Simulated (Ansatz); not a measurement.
We consider Dy2O3 (Ia-3, No. 206), described by LDA (plane waves, PAW; Ansatz, a quantum-chemistry and plane-wave program).

Run with plane-wave cutoff 500 eV, 6×6×6 k mesh, Fermi–Dirac smearing 0.05 eV, spin-polarised start, scalar-relativistic PAW data made under PBE.

Computed at the level's own relaxed cell.

Give the computed volume per atom and lattice parameter a.


- volume per atom: 14.18 Å³/atom
- lattice parameter a: 10.430 Å

Note: the magnetic order was assumed, not searched for or taken from measurement; the relaxation could not lower the start's symmetry, so the cell can be a saddle point above a distorted one; the 4f shell is treated without U or exact exchange, so its levels and filling can be wrong; the volume lies 6 % below that of the published cell.

Spin–orbit coupling is not included.

Computed values are for the static lattice.

Computing time: about 2.7 core-hours (a rough figure).
